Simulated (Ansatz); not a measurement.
Mg on the Ga site + 1 H in wurtzite GaN

Calculation: PBE, PAW (plane waves to 420 eV; Ansatz, an electronic-structure program). Cell: 192 sites, 4×2×3 repeats of a cell of 8 atoms; final energies on a 2×2×2 shifted mesh. Sites at the start: the Ga site; H at the bond centre. Energies of charged states are corrected for periodic images (point charge plus alignment at distant sites). Dielectric constants: PBE linear response of the host. Host gap at this level: 1.71 eV. These values are not converged in cell size to better than tenths of an eV. PBE underestimates the host's gap, which shifts levels and can delocalise carriers. Spin–orbit coupling is left out. Each state is the lowest found from its start.

The name describes the start; the neighbours show where the atoms ended.

Charges with a result: +1, 0. Others weren't obtained, and one of them could lie lower, also by skipping a charge.

```
charge         moment (μB)  largest move off a lattice site (Å)  neighbours of the last H atom of the defect at the end (Å)  image correction with alignment (eV)
------  ------------------  -----------------------------------  ----------------------------------------------------------  ------------------------------------
+1*               quenched                                 0.34           N 1.03, Mg 1.85, Ga 2.20, Ga 2.24, N 2.26, N 2.66                                     –
0       not spin-polarised                                 0.34           N 1.03, Mg 1.85, Ga 2.21, Ga 2.23, N 2.26, N 2.66                                  0.00
```

* At this level the carrier isn't localised at the defect: at charge +1 holes occupy the valence band. Such a state is shallow or no state of the defect, and this cell gives it no level.

Starting moments that weren't kept: charge +1 began with 1 μB and ended with 0.0.

Not the lowest form: the same atoms on another site or from another start ended lower, by 0.21 eV at charge 0.

Flagged in the runs: a host whose relaxation on this sampling wasn't shown to rest.
